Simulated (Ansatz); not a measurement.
Polymorphs of TiAl₃, Ansatz (a program for electronic structure) with PBEsol, DFPT electron-phonon coupling, linearised Boltzmann equation; geometry: relaxed with this functional, without spin-orbit coupling.
- Pmm2, primitive cell of 4: a = 2.777 Å, b = 4.671 Å, c = 4.901 Å, α = β = γ = 90.00°
- Pm-3m, primitive cell of 4: a = b = c = 3.949 Å, α = β = γ = 90.00°

| Space group | volume per atom (Å³) | resistivity at 300 K | mean free path at 300 K | electron-phonon coupling λ | logarithmic mean phonon energy |
|---|---|---|---|---|---|
| Pmm2 | 15.9 | 13.5 μΩ·cm | … | 0.32 | 25 meV |
| Pm-3m | 15.4 | … | 9.0 nm | 0.33 | 27 meV |

Question: What belongs in the gaps?

Answer: 
- Pmm2, mean free path at 300 K: 8.2 nm
- Pm-3m, resistivity at 300 K: 11.4 μΩ·cm

Metals; harmonic phonons alone scatter; means over directions. The mean free path is weighted by the current that each state carries. Halving the electron mesh moves these values by up to 11 %; q meshes are mostly untested. Some of the runs warned that the eigensolver left states short of its tolerance. Spin-orbit coupling is left out.

Computed structure with no diffraction record at hand here (it may be known, metastable or hypothetical): TiAl3 (Pm-3m), TiAl3 (Pmm2).
